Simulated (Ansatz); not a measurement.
SnC under load (space group R3m), PBE with spin-orbit coupling, rigid bands in Ansatz (a first-principles code). Condition of this run: biaxial stress in (111) of -2.5 GPa (compression positive) (the target of the relaxation). Band gap 0.68 eV, N_c = 5.79e17 cm⁻³ and N_v = 1.73e19 cm⁻³ at 300 K, conductivity masses of 0.0870 mₑ (electrons) and 0.511 mₑ (holes). Take k_BT = 0.02585 eV.

Task: What thermal injection velocity √(2k_BT/πm) limits a ballistic channel?

Result: 1.82e7 cm/s for electrons and 7.53e6 cm/s for holes, a ratio of √(m_h/m_e) = 2.42, for dilute carriers.

Task: A film of it is 8 nm thick. Estimate the confinement energies in an infinite well.

Result: ħ²π²/(2m t²) = 0.376 eV·nm²/(m/mₑ × t²) gives 67.5 meV for electrons and 11.5 meV for holes, so the gap would widen to about 0.76 eV. Finite barriers and nonparabolic bands lower this, and with several valleys or bands the heaviest mass along the normal sets the lowest level, not this average.

Task: Find the intrinsic carrier density and the intrinsic Fermi level.

Result: n_i = √(N_c N_v) exp(−E_g/2k_BT) = 3.16e18 × exp(−13.15) = 6.1e12 cm⁻³. The level lies (k_BT/2) ln(N_v/N_c) = 44 meV from mid-gap (positive towards the conduction band). Each 0.1 eV added to the gap lowers n_i by a factor of 6.9.

Rigid bands with the computed gap; masses take one relaxation time for all states. Geometry: cell and atoms relaxed with PBEsol.

Computed structure with no diffraction record at hand here (it may be known, metastable or hypothetical): SnC under load (space group R3m).
